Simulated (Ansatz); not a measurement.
Base system: WSe$_{2}$ (space group Fm-3m, No. 225; ferromagnetic; a hypothetical phase, not in the database extracts checked; relaxed with 0.1 eV smearing).

```
WSe2
1.0
    0.00000     3.13029     3.13029
    3.13029     0.00000     3.13029
    3.13029     3.13029     0.00000
W Se
1 2
Direct
  0.00000   0.00000   0.00000
  0.25000   0.25000   0.25000
  0.75000   0.75000   0.75000
```

Cartesian axes are those of the cell as printed.

The values are results of r2SCAN in Ansatz (plane waves to 500 eV, PAW, without spin-orbit coupling), not measurements.

Base values:

| Property | Result |
|---|---|
| Largest site moment | 1.41 μB |

Perturbation: uniaxial strain ε_zz = +4.95 %, all other strain components held at zero; the atoms relax in the strained cell.

### Question
What happens to the stress?

### Answer
The stress (xx, yy, zz, yz, xz, xy; compression positive) comes out as (-2.3, -2.3, -10.4, 0.0, 0.0, 0.0) GPa.

### Question
What does the calculation give for the energy relative to the base after the change?

### Answer
The energy goes up by 34 meV/atom.

### Question
What happens to the largest site moment?

### Answer
The largest site moment grows by 0.09 μB to 1.50 μB.

The magnetic state is the one reached from the starting moments; the real material's order can differ, and small cells can't hold many antiferromagnetic ones. Stability against distortions was not tested.

Ansatz is a first-principles code.
